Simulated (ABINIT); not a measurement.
# Short convergence ladders for Au (Fm-3m, 1 atom in the cell)

```xyz
1
Lattice="0.0000 2.0339 2.0339 2.0339 0.0000 2.0339 2.0339 2.0339 0.0000" Properties=species:S:1:pos:R:3 pbc="T T T"
Au     0.0000     0.0000     0.0000
```

Base method: PBEsol, norm-conserving pseudopotentials (PseudoDojo nc-sr-04 PBEsol standard) (plane waves; ABINIT).

Base settings: pseudos = [Au.upf]; ecut = 38 Ha; ixc = -116133; occopt = 3; tsmear = 0.00367493 Ha; ngkpt = 8 8 8; nshiftk = 1; shiftk = 0 0 0; potentials = PseudoDojo nc-sr-04 PBEsol standard; nband = 15.

The count of work is k-points × plane waves × bands × iterations; it is no time. Core times come from one kind of shared machine, to one figure; runs under 30 s give none.

**The k-point mesh at a smearing width of 0.05 eV**

In this ladder: tsmear = 0.00183747 Ha.

The second cell is the first with its lattice scaled by 0.98.

Only quantities that move along the ladder and can be compared are tabulated.

```csv
ngkpt,free energy less the last step's (meV/atom),energy of the compressed cell less the first (meV/atom),pressure (GPa),count of work / last,core time / last (rough)
5 5 5,-110.34,41.68,0.73,0.016,–
6 6 6,71.41,58.55,3.02,0.025,–
7 7 7,-52.61,46.99,1.37,0.031,–
9 9 9,-24.24,48.17,1.53,0.055,–
10 10 10,21.32,50.74,2.04,0.084,–
15 15 15,-1.03,47.31,1.45,0.21,0.2
18 18 18,-1.04,49.05,1.68,0.31,0.3
22 22 22,-1.12,48.17,1.57,0.59,0.7
27 27 27,0.00,48.09,1.55,1.0,1
```

Coarsest ngkpt that holds the pressure within 1 GPa of the last step, with all finer ones: 7 7 7, at 0.031 of the last step's count of work; the step before is off by 1.5 GPa.

Coarsest ngkpt that holds the free energy within 5 meV/atom of the last step, with all finer ones: 15 15 15, at 0.21 of the last step's count of work and about 0.2 of the last step's time; the step before is off by 21 meV/atom.

Coarsest ngkpt that holds the energy of the compressed cell less the first within 0.2 meV/atom of the last step, with all finer ones: 22 22 22; the step before is off by 0.96 meV/atom.

**The width of Fermi-Dirac smearing**

In this ladder: ngkpt = 13 13 13.

Narrow widths need finer meshes than wide ones, so the last steps can hold mesh noise.

Only quantities that move along the ladder and can be compared are tabulated; pressure and forces are left out, as mesh noise rules them at narrow widths.

```tsv
tsmear	free energy less the last step's (meV/atom)
0.0367493 Ha	-663.03
0.0183747 Ha	-124.13
0.0110248 Ha	-38.30
0.00734986 Ha	-15.46
0.00367493 Ha	-2.95
0.00183747 Ha	0.00
```

Widest tsmear that holds the free energy within 5 meV/atom: not settled: the last two steps still differ by 3.0 meV/atom, over half the tolerance, so the ladder does not show it.

**The width of Methfessel-Paxton smearing**

In this ladder: occopt = 6; ngkpt = 13 13 13.

Narrow widths need finer meshes than wide ones, so the last steps can hold mesh noise.

Only quantities that move along the ladder and can be compared are tabulated; pressure and forces are left out, as mesh noise rules them at narrow widths.

| tsmear | free energy less the last step's (meV/atom) |
|---|---|
| 0.0367493 Ha | 6.05 |
| 0.0183747 Ha | 0.53 |
| 0.0110248 Ha | -0.27 |
| 0.00734986 Ha | -0.56 |
| 0.00367493 Ha | -0.23 |
| 0.00183747 Ha | 0.00 |

Widest tsmear that holds the free energy within 5 meV/atom of the last step, with all finer ones: 0.0183747 Ha; the step before is off by 6.0 meV/atom.

On the base run: the starting cell has typed, rounded lattice constants, without a prior relaxation at this level. Its lattice was rescaled by up to half a per cent.

Left out of this page: 4 runs of the series outside the window shown, repeating another row's setting, or not comparable.
